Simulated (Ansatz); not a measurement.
# Defect calculation: C interstitial in bcc Ta

All values below come from PBE, PAW (plane waves to 420 eV; Ansatz, a program for electronic structure). Details: 54-site cell; 4×4×4 shifted k-points; start: octahedral site; no spin–orbit coupling; energies good to tenths of an eV; the relaxation kept the symmetry of the starting site.

Neighbours after relaxation, in Å: of the C atom: Ta 2.05, Ta 2.05, Ta 2.23, Ta 2.23, Ta 2.23, Ta 2.23.

Formation energies E_f are those of the neutral cell. Chemical conditions: impurity bounded by its compound with the host (Δμ(C) = -1.85 eV, bounded by Ta2C (P-3m1); only phases computed here count, gases as isolated molecules at 0 K). Reference phases: C: graphite.

The name describes the start; the neighbours show where the added atom ended.

```json
[
 {"charge": "0", "moment (μB)": "not spin-polarised", "point group": "D4h", "largest move off a lattice site (Å)": "0.39", "E_f, impurity bounded by its compound with the host (eV)": "0.95"}
]
```

Point groups are those of the whole cell at tolerances of 0.03 and 0.1 Å ("near" where only the looser one holds); none is given for unsettled states.

No other site or start that was run ended lower by more than 0.1 eV.
